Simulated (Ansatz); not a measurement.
Consider an armchair WSe2 nanoribbon, N = 6, bare edges.

Levels: PBE (plane waves to 420 eV, PAW; Ansatz, an electronic-structure program); PBE with spin-orbit coupling run with Ansatz; r2SCAN (plane waves to 500 eV, PAW; Ansatz). Unmarked values and the geometry are of the first. Mesh 1×1×6. No spin polarisation, so a magnetic state wasn't tested. Periodic along z alone, with about 11 Å of vacuum beside it. A hypothetical model, cut from the flat sheet. It keeps the symmetry and period of its start, so it need not be a minimum against all distortions. Values not marked SOC lack spin–orbit coupling. Buckling under compression is shut out by symmetry and the short period.

Problem. Predict its relaxed size, energy and electronic structure.

Solution. 
| Item | Result |
|---|---|
| period along the axis (18 atoms) | 5.683 Å |
| largest distance between nuclei across the axis | 9.17 Å |
| edge energy against the flat WSe2 sheet, per length of one edge | +0.659 eV/Å |
| PBE gap | 0.29 eV, indirect, from k = 0.167 × 2π/c to Γ |
| electron mass along the axis (PBE) | 0.49 mₑ |
| hole mass along the axis (PBE) | 3.2 mₑ |
| PBE+SOC gap at this geometry | 0.29 eV |
| r2SCAN gap at this geometry | 0.47 eV |
| axial stiffness dF/dε | 76 nN |
